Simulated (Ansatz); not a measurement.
The reference is SrTiO₃ in the cubic perovskite structure (space group Pm-3m, No. 221; a = 3.891 Å). Axes: x, y, z lie along the cube axes.

Method: PBEsol (Ansatz, a first-principles code; PAW; 420 eV plane waves; no spin-orbit coupling).

Strains are applied to the cell and any free atomic positions relax.

One change was made to it. Results:

The smallest direct gap drops by 0.09 eV to 2.10 eV; the shortest interatomic distance remains 1.946 Å; the energy grows by 1.7 meV/atom; the pressure (mean of the normal stresses, compression positive) is nearly the same (-0.01 GPa against 0.03 GPa).

Question: Which of these changes matches the shifts?
(A) tensor shear ε_xy = +1.33 %
(B) tensor shear ε_xy = +0.33 %
(C) tensor shear ε_xy = +1.00 %
(D) tensor shear ε_xy = +1.67 %

Answer: C, tensor shear ε_xy = +1.00 %. For comparison, the energy relative to the base in the other runs: tensor shear ε_xy = +1.67 % gives +4.7 meV/atom; tensor shear ε_xy = +0.33 % gives +0.2 meV/atom; tensor shear ε_xy = +1.33 % gives +3.0 meV/atom.

Whether these cells are dynamically stable was not tested. All final runs are without spin polarisation. Many cubic perovskites are stable only at high temperature; tilts and polar distortions were not tested.
